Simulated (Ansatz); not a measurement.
Base system: ZrO$_{2}$ in the anatase structure (space group I4_1/amd, No. 141; a cell from a computed database, its experimental status unchecked).

```yaml
crystal:
  lattice:
    - [-1.99944, 1.99944, 5.32497]
    - [1.99944, -1.99944, 5.32497]
    - [1.99944, 1.99944, -5.32497]
  atoms:
    - { symbol: Zr, position: [0.00000, 0.00000, 0.00000] }
    - { symbol: Zr, position: [0.75000, 0.25000, 0.50000] }
    - { symbol: O, position: [0.79861, 0.79861, 0.00000] }
    - { symbol: O, position: [0.54861, 0.04861, 0.50000] }
    - { symbol: O, position: [0.95139, 0.45139, 0.50000] }
    - { symbol: O, position: [0.20139, 0.20139, 0.00000] }
```

Computed with PBEsol, PAW, 420 eV (Ansatz, a program for electronic structure; without spin-orbit coupling).

Base values:

```
Property                               Result
----------------------------  ---------------
Gap between the host's bands          3.90 eV
Gap character                 indirect, M → Γ
```

Modification: 0.852 electrons added to each cell, a density of 1.0×10^22 cm⁻³, with a uniform compensating background at fixed cell and a 300 K Fermi–Dirac width.

What happens to the Fermi level from band edge, largest internal atomic displacement, gap between the host's bands and gap character?

The Fermi level relative to the doped band's edge (positive inside the band; to 0.05 eV) comes out as +1.10 eV; the largest internal atomic displacement comes out as 0.011 Å; the gap between the host's bands goes up by 0.26 eV to 4.16 eV; the gap character remains indirect, M → Γ.

Carriers are added with a uniform compensating background; total energy and stress of such cells depend on the potential's zero and are not compared; many-body gap narrowing is missing at this level. Stability against distortions was not tested. This is not the structure that ZrO2 has at room temperature and ambient pressure.
